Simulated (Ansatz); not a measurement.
## GaP: energy against volume

GaP (zinc blende, F-43m, 20.249 Å³/atom and stress up to 0.01 GPa in the relaxed cell, cube axes along x, y and z) under an equal strain ε along all three axes. r2SCAN in Ansatz, a plane-wave DFT program (PAW, default set), 500 eV, 10×10×10 Γ-centred mesh, Fermi-Dirac smearing 0.05 eV; ions are relaxed, or left where forces stay under 0.02 eV/Å, within the symmetry of each cell.

Here V stands for volume and E for E less E0.

| volume (Å³/atom) | E less E0 (meV/atom) | pressure (GPa) |
|---|---|---|
| 19.0586 | 21.41 | 6.08 |
| 19.3518 | 11.85 | 4.40 |
| 19.6480 | 5.18 | 2.83 |
| 19.9472 | 1.28 | 1.37 |
| 20.2494 | 0.00 | 0.00 |
| 20.5547 | 1.22 | -1.27 |
| 20.8630 | 4.82 | -2.45 |
| 21.1744 | 10.66 | -3.55 |
| 21.4889 | 18.63 | -4.57 |
| 22.1271 | ? | ? |

Using the third-order Birch-Murnaghan form, a cubic in V^(-2/3), estimate the missing E at V = 22.1271 from the other rows, showing the fit.

With u = V^(-2/3) - 0.135, the rows have u = 0.005154, 0.003735, 0.002337, 0.000960, -0.000396, -0.001732, -0.003048, -0.004345, -0.005623. Least squares gives E = 0.115 + 550.0·u + 689554·u² + 1074000·u³. Residuals (row less fit): -0.004, 0.005, 0.000, 0.001, -0.005, -0.005, 0.006, 0.005, -0.004; standard error 0.006 (degrees of freedom: 5). Its minimum lies at u = -0.000399, so V0 = (0.134601)^(-3/2) = 20.25. There d²E/du² = 1377000 and d³E/du³ = 6444000, so B0 = (4/9) × 20.25^(-7/3) × 1377000 × 0.160218 = 87.7 GPa (the last factor turns the table's units into GPa), and B0' = 4 + (2/3) × 0.134601 × (6444000)/1377000 = 4.4. B0' rests on the cubic coefficient alone and has a standard error of 0.1 from these residuals. At the withheld row, u = -0.008123, so E = 0.115 + 550.0 × (-0.008123) + 689554 × (-0.008123)² + 1074000 × (-0.008123)³ = 40.571 meV/atom. The calculation gives 40.55 meV/atom, 0.021 meV/atom below the prediction (0.1 % of the range of E in the table). The row lies outside the fitted rows, so this is an extrapolation. The scatter of the fitted rows lies at the last printed digit.

Other structures, which can take over under pressure, weren't tried. The same form fitted to the pressure column gives B0' = 4.4; series where the two differ by over 0.4 aren't shown. Rows are the converged runs of the series near zero and its far end, less any whose ions stayed unrelaxed beside relaxed ones; series whose fitted rows scatter by over a few per cent of the range, as at a crossing or softening among them, aren't shown in this form.
